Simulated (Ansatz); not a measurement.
Worked example: self-consistent single point of BaSbPt (P3m1, 3 atoms in the cell) in Ansatz (an electronic-structure program).

Level of theory: LDA (PW92), default PAW files made with PBE (plane waves; Ansatz).

```xyz
3
Lattice="4.5908 0.0000 0.0000 -2.2954 3.9758 0.0000 0.0000 0.0000 5.0113" Properties=species:S:1:pos:R:3 pbc="T T T"
Ba     0.0000     0.0000     0.0500
Sb     2.2954     1.3253     2.5057
Pt     0.0000     2.6505     2.5057
```

Reference input (self-consistent single point, DFT, LDA (PW92), plane waves, default PAW files made with PBE): basis.ecutwfc = 30.9 Ry; kpoints.mp_grid.grid = 8 8 7; hamiltonian.xc = lda; hamiltonian.pseudopotentials = {kind: paw} (the program's default PAW files); scf.occupations.method = gaussian; scf.occupations.width = 0.0073 Ry. This run's input differs from it in these lines:

Ansatz 0.2 input:
```diff
@@ -14,3 +14,3 @@
   mp_grid:
-    grid: [8, 8, 7]
+    grid: [13, 13, 12]
 hamiltonian:
@@ -22,3 +22,3 @@
     method: gaussian
-    width: 0.0073 Ry
+    width: 0.0037 Ry
 output:
```

The program printed (abridged):

```
SCF iter   1: F=—  HF=-24363.119302 eV  |F-HF|=—  |Δ(HF+E_count)|=         —  Δρ=5.85e-3  dr2=1.91e-2  ethr=1.77e-3  ⟨swp⟩=7.9  Hψ=28773  notcnv=0
all-band conjugate gradients solve this SCF's bands
preconditioner: auto → Kerker (q_TF=auto, 2.406 Å⁻¹)
SCF iter   2: F=—  HF=-24363.115788 eV  |F-HF|=—  |Δ(HF+E_count)|=   3.51e-3  Δρ=3.13e-3  dr2=7.03e-3  ethr=4.44e-5  ⟨swp⟩=2.5  Hψ=11550  notcnv=0  defer=3
   [... lines left out ...]
SCF iter   5: F=—  HF=-24363.113471 eV  |F-HF|=—  |Δ(HF+E_count)|=   1.24e-4  Δρ=2.46e-4  dr2=9.07e-5  ethr=1.22e-6  ⟨swp⟩=2.0  Hψ=9593  notcnv=0  defer=3
SCF iter   6: F=—  HF=-24363.113464 eV  |F-HF|=—  |Δ(HF+E_count)|=   6.82e-6  Δρ=5.13e-5  dr2=3.73e-6  ethr=2.11e-7  ⟨swp⟩=2.0  Hψ=7500  notcnv=0  defer=8
SCF iter   7: F=—  HF=-24363.113464 eV  |F-HF|=—  |Δ(HF+E_count)|=   3.59e-7  Δρ=1.60e-5  dr2=3.98e-7  ethr=8.68e-9  ⟨swp⟩=2.0  Hψ=10029  notcnv=0  defer=8
SCF iter   8: F=-24363.113464 eV  HF=-24363.113464 eV  |F-HF|=3.19e-9  |Δ(HF+E_count)|=   4.17e-8  Δρ=2.81e-6  dr2=1.07e-8  ethr=2.33e-10  ⟨swp⟩=8.1  Hψ=31437  notcnv=0
SCF 1 converged in 8 iterations: F = -24363.113464 eV  dr2 = 1.07e-8
Free energy (F): -24363.113464 eV
Internal energy: -24363.111490 eV  (E = F + TS)
E sigma→0 (E₀):  -24363.112477 eV
Entropy (-TS):   -0.001973 eV (-0.658 meV/atom)
Fermi energy:    10.383532 eV
--- Forces (eV/Å), atoms counted from 1 ---
  atom   1  Ba    -0.00000000    -0.00000000    -0.11830304
  atom   2  Sb     0.00000000     0.00000000     0.09922517
  atom   3  Pt     0.00000000    -0.00000000     0.01906136
--- Stress (GPa, compression-positive) ---
       -5.067813       0.000000      -0.000000
       -0.000000      -5.067813       0.000000
       -0.000000       0.000000      -4.242395
  P = ⅓ Tr σ = -4.7927 GPa (-47.927 kbar)
  The stress holds the Pulay correction. Without it, at fixed plane waves, as pw.x and ABINIT print it: P = -4.8167 GPa
```

The run converged in 8 iterations. Against the reference run the free energy rises by 1.8 meV/atom, the pressure hardly changes (-4.87 to -4.79 GPa) and the largest force stays at 0.118 eV/Å.

The starting cell comes from a database of computed structures (which also holds hypothetical and non-ambient phases and stackings), without a prior relaxation at this level. Its lattice was rescaled by up to half a per cent. One atom was moved a little off its site on purpose. Spin polarisation is off. With a pressure of about -5 GPa the cell is away from its equilibrium volume at this level. Ansatz's pressure includes its estimate of the finite-basis (Pulay) stress.

Cost on one core of a shared machine: roughly 60 s.
